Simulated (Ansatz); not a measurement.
An Ansatz (a quantum-chemistry and plane-wave program) input (PBEsol, PAW, 420 eV (Ansatz; no spin-orbit coupling), earlier PAW set):

Ansatz 0.2 input:
```yaml
crystal:
  lattice:
    - [3.2544947701, 0, 0]
    - [-1.6272473851, 2.8184751474, 0]
    - [0, 0, 8.0454720336]
  atoms:
    - { symbol: Ag, position: [0.6962061255, 0.6962061255, 0] }
    - { symbol: Ag, position: [0.3037938745, 0, 0.6666666667] }
    - { symbol: Ag, position: [0, 0.3037938745, 0.3333333333] }
    - { symbol: O, position: [0.5807787891, 0.5807787891, 0.5] }
    - { symbol: O, position: [0.4192212109, 0, 0.1666666667] }
    - { symbol: O, position: [0, 0.4192212109, 0.8333333333] }
basis: { ecutwfc: 420, ecutrho_ratio: 4, xc_grid: 2, fft_grid_basis: typed }
kpoints: { mp_grid: { grid: [16, 16, 6] } }
hamiltonian:
  xc: pbesol
  dispersion: none
  pseudopotentials: { azcp: { folder: ./paw }, kind: paw }
scf: { occupations: { method: fermi_dirac, width: 0.05 }, convergence: { dr2_threshold: 0.0000000006 } }
output: { forces: true, stress: true }
checkpoint: { write: state.ck, write_every: 1000 }
```

**Question.** Which symmetry and how many k-points will the program report, and about how many plane waves at Γ?

**Answer.** Space group P3221 (ITA 154) with 6 operations, k-points 162 of 1536, and 1515 plane waves at Γ.

Stability against distortions was not tested. No Hubbard U is applied, and correlation can decide whether such a compound is a metal. The final runs are not spin-polarised. An odd electron count without spin: AgO. The cell was made from HgO by this change: Hg → Ag; the result is a hypothetical phase, not in the database extracts checked. No dispersion term is included in the PBEsol runs.
